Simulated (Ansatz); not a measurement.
Start from NaF in the rock salt structure (space group Fm-3m, No. 225).

```cif
data_F4Na4
_chemical_formula_sum 'F4 Na4'
_space_group_name_H-M_alt 'Fm-3m'
_space_group_IT_number 225
_space_group_name_Hall '-F 4 2 3'
_cell_length_a 4.59450
_cell_length_b 4.59450
_cell_length_c 4.59450
_cell_angle_alpha 90.000
_cell_angle_beta 90.000
_cell_angle_gamma 90.000
loop_
_atom_site_label
_atom_site_type_symbol
_atom_site_symmetry_multiplicity
_atom_site_Wyckoff_symbol
_atom_site_fract_x
_atom_site_fract_y
_atom_site_fract_z
_atom_site_occupancy
F1 F 4 a 0.00000 0.00000 0.00000 1
Na1 Na 4 b 0.50000 0.50000 0.50000 1
```
(The calculation used a cell of 2 atoms; values per cell refer to that cell.)

The values are results of r2SCAN (Ansatz, a first-principles code), no spin-orbit coupling, not measurements.

One change was made to it. Results:

| quantity | base | after |
|---|---|---|
| electron mass | 0.57 mₑ (at Γ) | 0.57 mₑ (at Γ) |
| volume per atom | 12.12 Å³ | 11.70 Å³ |
| width of the top valence band | 0.58 eV | 0.62 eV |

**Question.** Which change produced these results?
(A) pressure 2.1 GPa
(B) pressure −1 GPa
(C) pressure 22.5 GPa
(D) pressure 30 GPa

**Answer.** A, pressure 2.1 GPa. For comparison, the volume per atom in the other runs: pressure 30 GPa gives 9.13 Å³; pressure −1 GPa gives 12.36 Å³; pressure 22.5 GPa gives 9.56 Å³.

The levels and masses belong to the bands next to the band gap. Load acts through the strain it causes; cell and atoms are relaxed under it. Masses are band curvatures over ±0.01 Å⁻¹ around the edge. No phonon test of stability was made. No other phases were tried under pressure.
